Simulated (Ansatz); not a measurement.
PbSe under a change: pressure −1 GPa

Start from PbSe in the rock salt structure (space group Fm-3m, No. 225; a = 6.218 Å).

The change: hydrostatic tension (pressure −1 GPa).

Computed with plane-wave PAW DFT at the PBE level (Ansatz, an electronic-structure program, 420 eV), no SOC, earlier PAW set. k-mesh 9×9×9 (Γ-centred); smearing 0.05 eV (Fermi–Dirac).

```json
[
 {"quantity": "volume per atom", "base": "30.05 Å³", "changed": "30.73 Å³", "shift": "+0.687 Å³"},
 {"quantity": "lattice parameter a", "base": "6.218 Å", "changed": "6.265 Å", "shift": "+0.047 Å"},
 {"quantity": "shortest interatomic distance", "base": "3.109 Å", "changed": "3.132 Å", "shift": "+0.0235 Å"},
 {"quantity": "enthalpy H = E + PV relative to the base's energy", "base": "–", "changed": "-0.19 eV/atom", "shift": "–"},
 {"quantity": "band gap", "base": "0.44 eV", "changed": "0.50 eV", "shift": "+0.06 eV"},
 {"quantity": "gap character", "base": "direct at L", "changed": "direct at L", "shift": "–"},
 {"quantity": "mean gap deformation potential ΔEg/Δln V", "base": "–", "changed": "+2.8 eV", "shift": "–"},
 {"quantity": "width of the top valence band", "base": "2.91 eV", "changed": "2.76 eV", "shift": "-0.15 eV"},
 {"quantity": "electron mass", "base": "0.15 mₑ along k, 0.12 mₑ across (at L)", "changed": "0.17 mₑ along k, 0.13 mₑ across (at L)", "shift": "–"},
 {"quantity": "hole mass", "base": "0.19 mₑ along k, 0.12 mₑ across (at L)", "changed": "0.22 mₑ along k, 0.12 mₑ across (at L)", "shift": "–"},
 {"quantity": "valley order (the lowest conduction-band minima on the path, energy above the VBM, named in the base's zone)", "base": "L along ⟨111⟩ 0.44 eV; a point along ⟨110⟩, about 0.6 Å⁻¹ from Γ 1.23 eV; a point along ⟨100⟩, about 0.4 Å⁻¹ from Γ 1.96 eV", "changed": "L along ⟨111⟩ 0.50 eV; a point along ⟨110⟩, about 0.6 Å⁻¹ from Γ 1.27 eV; a point along ⟨100⟩, about 0.4 Å⁻¹ from Γ 1.98 eV", "shift": "–"}
]
```

Spin-orbit coupling, missing from the scalar runs, can matter with Pb. Load acts through the strain it causes; cell and atoms are relaxed under it. Effective masses come from finite differences of ±0.01 Å⁻¹. Along k means along the line from Γ to the band edge. Whether these cells are dynamically stable was not tested.
